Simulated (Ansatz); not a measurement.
Consider HfB2 (space group P6/mmm, No. 191; a = 3.1457 Å, c = 3.4859 Å).

(Cell as relaxed with PBE.)

Levels (all Ansatz, a program for electronic structure, PAW): PBE (420 eV, no SOC); PBEsol (420 eV, no SOC).

Each level relaxes its own structure.

```tsv
base	PBE	PBEsol
volume per atom	9.96 Å³	9.73 Å³
lattice parameter a	3.146 Å	3.128 Å
band gap	zero	zero
```

Modification: cell and atoms relaxed at a pressure of 3 GPa.

| quantity | PBE | PBEsol |
|---|---|---|
| c/a ratio | 1.107 | 1.100 |
| shortest interatomic distance | 1.810 Å | 1.800 Å |
| band gap | zero | zero |

PBE's c/a ratio lies 0.007 above PBEsol's; PBE's shortest interatomic distance lies 0.010 Å above PBEsol's (0.5 %); the two agree on the band gap. Neither level is exact; PBEsol is the comparison here, not a measurement.

Load acts through the strain it causes; cell and atoms are relaxed under it. No phonon test of stability was made. The final runs are not spin-polarised.
